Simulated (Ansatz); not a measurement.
# Effect of pressure 30 GPa on Na

The reference is Na in the bcc (W type) structure (space group Im-3m, No. 229; a = 4.171 Å).

Modification: cell and atoms relaxed at a pressure of 30 GPa.

The values are results of PBEsol (Ansatz, an electronic-structure program), without spin-orbit coupling, earlier PAW set, not measurements. Settings: 16×16×16 k-points, 0.05 eV Fermi–Dirac smearing.

| quantity | base | changed | shift |
|---|---|---|---|
| volume per atom | 36.28 Å³ | 15.99 Å³ | -20.29 Å³ |
| density | 1.05 g/cm³ | 2.39 g/cm³ | +1.34 g/cm³ |
| lattice parameter a | 4.171 Å | 3.174 Å | -0.997 Å |
| shortest interatomic distance | 3.612 Å | 2.749 Å | -0.863 Å |
| band gap | zero | zero | – |

Load acts through the strain it causes; cell and atoms are relaxed under it. Whether these cells are dynamically stable was not tested. No other phases were tried under pressure.
